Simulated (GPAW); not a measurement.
A user runs GPAW on K2Zn3GeAs4 (C222, 10 atoms in the cell) and asks whether the run is sound. The aim is a self-consistent single point with DFT LDA (Perdew-Wang 92), plane waves, GPAW PAW datasets LDA (gpaw-data 1.0.1).

Cell that was meant: a = 7.8567 Å, b = 7.8567 Å, c = 5.8333 Å, α = 90.00°, β = 90.00°, γ = 136.33°.

Part of the input:

```python
            occupations={'name': 'marzari-vanderbilt', 'width': 0.136},
            nbands=-18,
            symmetry={'symmorphic': False, 'tolerance': 0.0005},
            charge=2,
            maxiter=150,
            txt='-')
```

Output (repeated stretches shortened):

```
Input parameters:
  charge: 2
  kpts: {gamma: True,
         size: (4, 4, 3)}
  maxiter: 150
  mode: {ecut: 850.0,
         name: pw}
   [... lines left out ...]
   9 As     1.418793    1.561422    1.417604    ( 0.0000,  0.0000,  0.0000)

Unit cell:
           periodic     x           y           z      points  spacing
  1. axis:    yes    2.922455   -7.292955    0.000000    54     0.1005
  2. axis:    yes    2.922455    7.292955    0.000000    54     0.1005
  3. axis:    yes    0.000000    0.000000    5.833280    40     0.1458

  Lengths:   7.856713   7.856713   5.833280
  Angles:   90.000000  90.000000 136.325774

Effective grid spacing dv^(1/3) = 0.1287
     iter     time        total  log10-change:
                         energy   eigst   dens
iter:   1 --:--:--   -46.012202
iter:   2 --:--:--   -46.204060   -0.59  -1.27
iter:   3 --:--:--   -45.642807   -1.67  -1.29
iter:   4 --:--:--   -45.466009   -1.45  -1.40
iter:   5 --:--:--   -45.403708   -2.69  -1.68
iter:   6 --:--:--   -45.335593   -2.28  -1.93
iter:   7 --:--:--   -45.302892   -3.13  -2.13
iter:   8 --:--:--   -45.303515c  -4.03  -2.59
iter:   9 --:--:--   -45.301553c  -4.10  -2.88
iter:  10 --:--:--   -45.301821c  -3.99  -3.15
iter:  11 --:--:--   -45.301543c  -5.72  -3.34
iter:  12 --:--:--   -45.301298c  -4.72  -3.38
iter:  13 --:--:--   -45.301301c  -5.64  -3.56
iter:  14 --:--:--   -45.301315c  -5.83  -3.68
iter:  15 --:--:--   -45.301298c  -6.41  -3.74
iter:  16 --:--:--   -45.301302c  -6.48  -3.77
iter:  17 --:--:--   -45.301305c  -7.52c -3.82
iter:  18 --:--:--   -45.301297c  -6.30  -3.84
iter:  19 --:--:--   -45.301298c  -6.93  -4.34c
iter:  20 --:--:--   -45.301297c  -6.45  -4.42c
iter:  21 --:--:--   -45.301296c  -7.71c -4.61c
Converged after 21 iterations.

Dipole moment: (0.000037, -0.000000, -0.000000) |e|*Ang

Energy contributions relative to reference atoms: (reference = -481742.494092)

Kinetic:        -43.946825
Potential:      +20.572841
External:        +0.000000
XC:             -20.521416
Entropy (-ST):   -0.010905
Local:           -1.394991
SIC:             +0.000000
--------------------------
Free energy:    -45.301296
Extrapolated:   -45.301296

Showing only first 2 kpts
 Kpt  Band  Eigenvalues  Occupancy
  0    36      3.47002    0.00841
  0    37      3.59138    0.00007
  0    38      3.80021    0.00000
  0    39      3.80410    0.00000

  1    36      2.63898    2.00000
  1    37      3.02051    2.11594
  1    38      3.56413    0.00024
  1    39      4.84556    0.00000

   [... lines left out ...]
Fermi level: 3.26787
No gap
   [... lines left out ...]
  5 Ge    0.00000    0.00000    0.00000
  6 As   -0.07862   -0.55077   -0.04408
  7 As    0.07862    0.55077   -0.04408
  8 As   -0.07862    0.55077    0.04408
  9 As    0.07862   -0.55077    0.04408

Stress tensor:
     0.097817    -0.000000     0.000000
    -0.000000     0.089356     0.000000
     0.000000     0.000000     0.100010
Stress (GPa, Voigt): [15.672  14.3164 16.0234  0.      0.     -0.    ]
```

Is this run sound? If not, what is wrong?

The run is not sound. The fault is an unintended net charge. A charged periodic cell changes the electron count and is neutralised by a uniform background, so energy, forces and pressure belong to another system. To fix it, remove the charge. The run converged in 21 iterations without an error; against the sound input the pressure goes from -4.47 to -15.34 GPa and the largest force goes from 0.509 to 0.558 eV/Å.

An input that runs soundly differs in these lines (not the only fix; some lines may just follow from the change or write a value another way):
```diff
-            charge=2,
```

With that input, the run converged in 22 iterations: free energy E − TS (from the program's reference atoms) -38.0699 eV; Fermi level (on the code's own zero) 4.04 eV; pressure -4.47 GPa; largest force (vector length) 0.509 eV/Å (DFT LDA (Perdew-Wang 92), plane waves, GPAW PAW datasets LDA (gpaw-data 1.0.1)).

On the sound input: the starting cell comes from a database of computed structures (which also holds hypothetical and non-ambient phases and stackings), without a prior relaxation at this level. With a pressure of about -4 GPa the cell is away from its equilibrium volume at this level. The run gives no clean gap (levels at the Fermi energy touch, overlap or are partly filled at this smearing), which alone does not show that the compound is a metal. Without a gap this mesh is coarse (it stands for a supercell whose shortest vector is 17 Å).
